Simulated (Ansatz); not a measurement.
Base system: TiO₂ in the rutile structure (space group P4_2/mnm, No. 136; a = 4.6435 Å, c = 2.9637 Å). Axes: x, y, z lie along a, b, c of the conventional cell.

The values are results of PBE (Ansatz, an electronic-structure program, PAW, no SOC), earlier PAW set, not measurements.

For the base:

The volume per atom is 10.65 Å³.

One thing is altered: tensile biaxial strain of 0.84 % in the plane normal to [001], as in epitaxy on a mismatched substrate; the out-of-plane cell vector and the atoms relax.

**Question.** What does the calculation give for the in-plane stress and volume per atom after the change?

**Answer.** The mean in-plane stress (compression positive) is -2.7 GPa; the volume per atom grows by 0.13 Å³ to 10.78 Å³.

Whether these cells are dynamically stable was not tested. The final runs are not spin-polarised.
